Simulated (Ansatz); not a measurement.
Partial pair distribution functions of a relaxed model of amorphous Ga24O37Li2, broadened by 0.06 Å; density 4.85 g/cm³. All values below come from PBE, scalar-relativistic without spin-orbit coupling (plane waves to 420 eV, PAW; Ansatz, an electronic-structure program).

The cell was made by melting and quenching with the CHGNet potential and then relaxed with DFT. O atoms were pushed apart under 1.9 Å during the dynamics, to hinder bonds among them. The hot cell started wider than the set density and was brought back towards it in steps. It is the lowest in DFT energy of 2 quenches. It is a model cell: composition and starting density were chosen by hand, and all elements were melted together. No dispersion term was used. Its density started from a set value of 4.91 and ended at 4.85 g/cm³. Cooling (nominally 220 K/ps over its main leg) ran many orders faster than in experiment, which tends to leave more defects and strain. One small periodic cell is one sample of the glass; other quenches scatter about these values. Volume and shape were free in the relaxation.

```tsv
r (Å)	g Ga-O	g O-Li	g Ga-Ga	g O-O
1.60	0.00	0.00	0.00	0.00
1.70	0.40	0.03	0.00	0.00
1.80	4.72	0.91	0.00	0.00
1.90	9.16	2.96	0.00	0.00
2.00	4.30	5.30	0.00	0.00
2.10	0.85	4.26	0.00	0.00
2.20	0.47	1.68	0.00	0.00
2.30	0.23	0.91	0.00	0.00
2.40	0.03	0.07	0.00	0.12
2.50	0.03	0.00	0.00	0.53
2.60	0.08	0.00	0.01	1.00
2.70	0.13	0.00	0.22	1.84
2.80	0.24	0.00	0.91	2.23
2.90	0.25	0.00	0.90	2.34
3.00	0.23	0.22	1.85	2.68
3.10	0.31	1.35	2.62	2.85
3.20	0.59	0.95	3.02	2.29
3.30	0.70	0.85	2.42	1.62
3.40	1.00	1.30	2.37	0.87
3.50	1.00	0.54	2.23	0.69
3.60	0.99	0.99	1.12	0.57
3.70	1.11	1.79	0.66	0.72
3.80	1.18	1.20	0.78	0.56
3.90	1.25	1.40	0.58	0.55
4.00	1.46	1.55	0.58	0.61
4.10	1.32	1.95	0.51	0.62
4.20	1.15	0.71	0.81	0.53
4.30	1.32	0.57	0.59	0.41
4.40	1.52	1.40	0.58	0.54
4.50	1.35	1.27	0.96	0.67
```

Within 2.40 Å each Ga has 4.42 O neighbours on average.
